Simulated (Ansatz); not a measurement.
ScAgSe2, pressure series

Start from ScAgSe2 (space group P-3m1, No. 164; a cell from a computed database, its experimental status unchecked).

```
ScAgSe2
1.0
    3.89663     0.00000     0.00000
   -1.94831     3.37458     0.00000
    0.00000     0.00000     6.62699
Sc Ag Se
1 1 2
Direct
  0.00000   0.00000   0.00000
  0.00000   0.00000   0.50000
  0.33333   0.66667   0.23180
  0.66667   0.33333   0.76820
```

Cell and atoms are relaxed at each pressure.

Level of theory: r2SCAN, PAW, 500 eV (Ansatz, an electronic-structure program; spin-orbit coupling left out), earlier PAW set.

Candidates:
(a) pressure 5 GPa
(b) pressure −2 GPa
(c) pressure 0.3 GPa
(d) pressure 1.5 GPa

Base values:

The band gap is 0.98 eV.

Task: Order them by band gap, highest first.

Result: (b) pressure −2 GPa (1.08 eV), (c) pressure 0.3 GPa (0.97 eV), (d) pressure 1.5 GPa (0.91 eV), (a) pressure 5 GPa (0.76 eV)

Load acts through the strain it causes; cell and atoms are relaxed under it. Stability against distortions was not tested. Competing high-pressure phases were not computed. All final runs are without spin polarisation.
